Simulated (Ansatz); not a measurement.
Functionals compared on a constructed model of the (0001) surface of hcp Hf, a pseudomorphic layer of Au in the host's stacking (bottom of the slab: a bare face, its two planes held), in Ansatz (plane waves, PAW). The structure was relaxed with PBE; the other rows are single points on it. Cutoff 420 eV (500 eV for r2SCAN).

Model: 7-atom slab, 15.3 Å thick at the start, 13x13x1 mesh, Fermi-Dirac 0.1 eV, dipole correction, 2 atoms held, the rest relaxed; symmetry of the start imposed; no spin, no spin-orbit, no U. It is one candidate, not shown to be the stable structure of the face. These notes are the PBE run's.

```json
[
 {"functional": "PBE", "work function of the top face (eV)": "3.87", "rough cost of the single point": "–"},
 {"functional": "RPBE", "work function of the top face (eV)": "3.68", "rough cost of the single point": "roughly 70 core-seconds"},
 {"functional": "r2SCAN", "work function of the top face (eV)": "3.77", "rough cost of the single point": "very roughly 2.0 core-minutes"}
]
```

Ansatz is a quantum-chemistry and plane-wave program.
